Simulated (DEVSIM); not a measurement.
System: Pd/Si3N4/n-Ge capacitor, at 300 K.

| layer (left to right) | material | thickness (nm) | Nd (cm⁻³) |
|---|---|---|---|
| 1 | Si3N4 | 8.10 | - |
| 2 | Ge | 540 | 1.2e17 |

Metal gate on the left, work function 5.2 eV. Fixed charge at the semiconductor interface 5.3e11 cm⁻² (in units of +e); no interface traps.

Constants are typed, rounded textbook-type inputs, not results; the design itself was drawn at random and stands for no fabricated device. Values at 300 K.

```tsv
parameter	Si3N4	Ge
gap (eV)	5.1	0.664
affinity (eV)	2.1	4
permittivity	7.5	16
Nc (cm⁻³)	-	1.04e19
Nv (cm⁻³)	-	6e18
```

Model (solved in DEVSIM): 1D Poisson equation in equilibrium, Boltzmann statistics, complete ionisation; no quantum confinement or tunnelling. Metal contacts follow the ideal Schottky-Mott rule: no Fermi-level pinning, no interface dipoles.

### Question
Tabulate band edges, carrier densities and field at 0.4 V on the gate.

### Answer
Energies count from the Fermi level of the right contact; mesh points crowd at the junctions.

```
x (μm)     Ec (eV)  Ev (eV)  n (cm⁻³)  p (cm⁻³)  field (V/cm)
---------  -------  -------  --------  --------  ------------
0.000        2.700   -2.400     < 1e2     < 1e2       -350000
0.0009512    2.667   -2.433     < 1e2     < 1e2       -350000
0.002354     2.619   -2.481     < 1e2     < 1e2       -350000
0.004571     2.542   -2.558     < 1e2     < 1e2       -350000
0.006905     2.461   -2.639     < 1e2     < 1e2       -350000
0.007902     2.427   -2.673     < 1e2     < 1e2       -350000
0.008804     0.513   -0.151    2.5e10    1.7e16       -100000
0.01128      0.489   -0.175    6.5e10    6.8e15        -97000
0.01491      0.454   -0.210    2.4e11    1.8e15        -92000
0.02209      0.391   -0.273    2.8e12    1.6e14        -82000
0.03475      0.298   -0.366    1.0e14    4.3e12        -65000
0.07162      0.147   -0.517    3.6e16    1.2e10        -19000
0.1298       0.116   -0.548    1.2e17     3.7e9          -420
0.2402       0.115   -0.549    1.2e17     3.6e9           ≈ 0
0.4065       0.115   -0.549    1.2e17     3.6e9           ≈ 0
0.4741       0.115   -0.549    1.2e17     3.6e9           ≈ 0
0.5097       0.115   -0.549    1.2e17     3.6e9           ≈ 0
0.5277       0.115   -0.549    1.2e17     3.6e9           ≈ 0
0.5400       0.115   -0.549    1.2e17     3.6e9           ≈ 0
0.5444       0.115   -0.549    1.2e17     3.6e9           ≈ 0
0.5466       0.115   -0.549    1.2e17     3.6e9           ≈ 0
0.5481       0.115   -0.549    1.2e17     3.6e9           ≈ 0
```
